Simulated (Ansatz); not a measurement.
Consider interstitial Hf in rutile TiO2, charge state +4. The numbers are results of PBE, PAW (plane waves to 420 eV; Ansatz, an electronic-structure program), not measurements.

Cell of 72 host sites held at the relaxed PBE lattice; a 2×2×2 k-point mesh shifted by half a step; Fermi-Dirac width 0.01 eV, spin-restricted; finite-size errors left in. No zero-point or tunnelling terms. Spin-orbit coupling is left out. The charge state is imposed; whether it is stable for some Fermi level was not computed. Sites that were not tried may lie lower.

Relaxed starting cell (atoms counted from 1):

```
CELL_PARAMETERS angstrom
      9.28699     0.00000     0.00000
      0.00000     9.28699     0.00000
      0.00000     0.00000     8.89145
ATOMIC_POSITIONS crystal
  Ti 0.00336 0.03599 0.99570
  Ti 0.00514 0.03356 0.33890
  Ti 0.00254 0.99099 0.66777
  Ti 0.99883 0.46346 0.99570
  Ti 0.99709 0.46588 0.33890
  Ti 0.99968 0.50845 0.66781
  Ti 0.49976 0.01075 0.99075
  Ti 0.49818 0.01200 0.34313
  Ti 0.50383 0.97936 0.66644
  Ti 0.50245 0.48865 0.99073
  Ti 0.50407 0.48741 0.34312
  Ti 0.49840 0.52010 0.66645
  Ti 0.26481 0.25259 0.16759
  Ti 0.25602 0.25168 0.50920
  Ti 0.25769 0.25000 0.82551
  Ti 0.30561 0.75638 0.16748
  Ti 0.24004 0.75202 0.49743
  Ti 0.24160 0.75394 0.83540
  Ti 0.73740 0.24681 0.16760
  Ti 0.74622 0.24779 0.50920
  Ti 0.74452 0.24942 0.82552
  Ti 0.69658 0.74302 0.16743
  Ti 0.76224 0.74742 0.49735
  Ti 0.76056 0.74554 0.83534
  O  0.14960 0.16718 0.99757
  O  0.15012 0.16632 0.33738
  O  0.15623 0.15380 0.66727
  O  0.15100 0.66565 0.01364
  O  0.14958 0.66727 0.31953
  O  0.14744 0.65814 0.66739
  O  0.64954 0.15209 0.00190
  O  0.64933 0.15227 0.33292
  O  0.65074 0.15190 0.66747
  O  0.64690 0.65089 0.98995
  O  0.64699 0.65115 0.34499
  O  0.65569 0.65430 0.66726
  O  0.10416 0.40201 0.16793
  O  0.10325 0.40486 0.50609
  O  0.10326 0.40432 0.82779
  O  0.11401 0.93193 0.16743
  O  0.09788 0.90675 0.49572
  O  0.09770 0.90725 0.83974
  O  0.60389 0.40233 0.16727
  O  0.59943 0.40256 0.50321
  O  0.59939 0.40254 0.83186
  O  0.58333 0.89888 0.16743
  O  0.60359 0.90504 0.49914
  O  0.60327 0.90476 0.83508
  O  0.39834 0.09709 0.16728
  O  0.40281 0.09687 0.50322
  O  0.40284 0.09689 0.83187
  O  0.41895 0.60057 0.16743
  O  0.39863 0.59440 0.49913
  O  0.39896 0.59467 0.83508
  O  0.89805 0.09742 0.16794
  O  0.89899 0.09457 0.50610
  O  0.89896 0.09511 0.82777
  O  0.88820 0.56754 0.16743
  O  0.90437 0.59268 0.49571
  O  0.90453 0.59219 0.83973
  O  0.35267 0.34735 0.00191
  O  0.35290 0.34717 0.33291
  O  0.35148 0.34753 0.66748
  O  0.35531 0.84854 0.98999
  O  0.35524 0.84830 0.34500
  O  0.34653 0.84513 0.66726
  O  0.85264 0.33223 0.99756
  O  0.85213 0.33309 0.33738
  O  0.84600 0.34564 0.66728
  O  0.85123 0.83376 0.01364
  O  0.85269 0.83218 0.31955
  O  0.85479 0.84130 0.66737
  Hf 0.00113 0.74972 0.16293
```
Cell charge +4.

End state 1 differs by these moves (Å; atoms that move under 0.15 Å are left out):

```
atom  element     Δx     Δy     Δz
----  -------  -----  -----  -----
1          Ti  -0.08   0.17   0.05
2          Ti  -0.08  -0.40  -0.05
4          Ti   0.08  -0.17   0.05
5          Ti   0.08   0.40  -0.05
9          Ti  -0.04   0.23  -0.06
12         Ti   0.04  -0.23  -0.06
14         Ti  -0.23  -0.04  -0.06
16         Ti  -0.17  -0.08   0.05
18         Ti   0.40  -0.08  -0.05
20         Ti   0.23   0.04  -0.06
22         Ti   0.17   0.08   0.05
24         Ti  -0.40   0.08  -0.05
26          O   0.06  -0.17  -0.03
28          O   0.30  -0.27  -0.11
29          O   0.08  -0.13   0.08
40          O  -0.27  -0.30  -0.11
42          O  -0.13  -0.08   0.08
48          O  -0.17  -0.06  -0.03
54          O   0.17   0.06  -0.03
58          O   0.27   0.30  -0.11
60          O   0.13   0.08   0.08
68          O  -0.06   0.17  -0.03
70          O  -0.30   0.27  -0.11
71          O  -0.08   0.13   0.08
73         Hf   0.00   0.00  -1.40
```

Q: Give the forward and backward barriers to end state 1 at the level PBE, PAW.

A: forward 0.062 eV, backward 0.062 eV; at the saddle point atom 73 has neighbours 4 O at 1.99, 2 O at 2.54, 2 O at 2.56 Å. The check of the saddle point's order was inconclusive, and it lies on a symmetry element of the cell, where a band can be held.
